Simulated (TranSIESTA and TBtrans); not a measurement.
System: Si chain with one bond stretched by 2.5 Å. Leads: straight Si chain, spacing 2.25 Å. Geometry: as built, not relaxed. Transport runs along z; the first 6 and the last 6 of the 20 atoms are the lead cells, repeated to infinity.

```xyz
20
Lattice="9.000 0.000 0.000 0.000 9.000 0.000 0.000 0.000 47.500" Properties=species:S:1:pos:R:3 pbc="F F T"
Si     4.500     4.500     0.000
Si     4.500     4.500     2.250
Si     4.500     4.500     4.500
Si     4.500     4.500     6.750
Si     4.500     4.500     9.000
Si     4.500     4.500    11.250
Si     4.500     4.500    13.500
Si     4.500     4.500    15.750
Si     4.500     4.500    18.000
Si     4.500     4.500    20.250
Si     4.500     4.500    25.000
Si     4.500     4.500    27.250
Si     4.500     4.500    29.500
Si     4.500     4.500    31.750
Si     4.500     4.500    34.000
Si     4.500     4.500    36.250
Si     4.500     4.500    38.500
Si     4.500     4.500    40.750
Si     4.500     4.500    43.000
Si     4.500     4.500    45.250
```

Run with TranSIESTA and TBtrans (open boundaries, self-consistent; PseudoDojo norm-conserving potentials, scalar-relativistic): PAO.BasisSize DZP, PAO.EnergyShift 0.15 eV, XC.Authors PBE, Mesh.Cutoff 200 Ry, ElectronicTemperature 300 K, TS.Voltage 0.0 eV, TBT.Elecs.Eta 0.001 eV, no spin polarisation.

Energies count from the leads' Fermi level. Transmissions are for one spin of a degenerate pair. The energy step is 0.01 eV; narrower resonances are cut or missed.

```csv
E (eV),T
-0.20,0.0160
-0.15,0.0169
-0.10,0.0178
-0.05,0.0186
0.00,0.0192
0.05,0.0198
0.10,0.0202
0.15,0.0206
0.20,0.0209
```

Task: Give the zero-bias conductance in μS and the resistance at 300 K.

Result: At the Fermi level T = 0.0192. Averaged with −∂f/∂E over the full grid (kT = 25.9 meV) it is 0.0192. With G0 = 2e²/h = 77.48 μS, G = 1.49 μS and R = 1/G = 671 kΩ.

Task: Estimate the thermopower by Mott's formula S = −(π²/3)(kB²T/e) d ln T/dE from the rows at -0.05 and 0.05 eV.

Result: d ln T/dE = 0.625 eV⁻¹ and (π²/3) kB²T/e = 7.33 μV/K · eV, so S = -4.6 μV/K; the full integral gives -4.7 μV/K. A negative sign means that T rises with energy over the thermal window.

Task: The eigenchannels at the Fermi level transmit 0.0134, 0.00292, 0.00292. What Fano factor of the shot noise follows at low temperature and bias?

Result: F = Σ τ(1 − τ)/Σ τ = 0.0190/0.0192 = 0.99.

The straight chain is held at its spacing; free chains may zigzag or dimerise. No spin-polarised start was tried, so a magnetic state, if there is one, is missed.
